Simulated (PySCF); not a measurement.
PySCF 2.14.0, PBE0/def2-svp, df: Ca(Br)(OMe)(OH2)2 (C[O][Ca](<-[OH2])(<-[OH2])[Br]), 13 atoms. The geometry is a generated start, not checked to be a minimum at this level.

| Quantity | Value |
|---|---|
| task | energy |
| method | pbe0 |
| basis | def2-svp |
| two-electron scheme | density fitting |
| mol.max_memory | 3000 MB |
| mf.max_cycle | 100 |
| mf.conv_tol | 1e-09 (default) |
| mf.grids.level | 3 (default) |
| basis functions | 147 |
| grid points | 165872 |

```xyz
13

Ca     0.7638     0.7460     1.1151
Br     2.5742     1.9925    -0.1849
O      0.0148    -0.7230    -0.0637
C      0.4598    -1.2466    -1.2705
H      1.0743    -2.1427    -1.1061
H     -0.3962    -1.5366    -1.8967
H      1.0669    -0.5156    -1.8348
O     -0.9753     1.6057    -0.0970
H     -0.7375     0.6273    -0.2899
H     -0.7005     2.0711    -0.8986
O     -0.7574    -0.1960     2.4281
H     -0.7307    -0.8272     1.6884
H     -1.6563     0.1451     2.4107
```

With the defaults (mf.init_guess = minao, mf.DIIS = CDIIS, mf.diis = true, mf.diis_damp = 0, mf.diis_space = 8, mf.level_shift = 0) it converges in 12 Fock builds. One run each on 2 threads, 1 BLAS thread, with these changes:
- mf.diis_space = 5
- mf.diis_damp = 0.3
- mf.init_guess = huckel
- mf.DIIS = EDIIS
- mf.init_guess = sap
- mf.diis = false
- mf.diis_space = 3
- mf.level_shift = 0.1 Hartree
- mf.init_guess = 1e

Task: Which runs fail or end elsewhere than the default run?

Result: No convergence: mf.init_guess = 1e; mf.DIIS = EDIIS; mf.diis = false (the run ends without SCF convergence in 100 cycles). The rest reach the solution of the defaults.

```csv
setting,Fock builds,end
the defaults,12,same solution
mf.diis_damp = 0.3,12,same solution
mf.init_guess = huckel,13,same solution
mf.diis_space = 5,14,same solution
mf.level_shift = 0.1 Hartree,14,same solution
mf.diis_space = 3,19,same solution
mf.init_guess = sap,29,same solution
mf.init_guess = 1e,101,no convergence
mf.DIIS = EDIIS,101,no convergence
mf.diis = false,101,no convergence
```
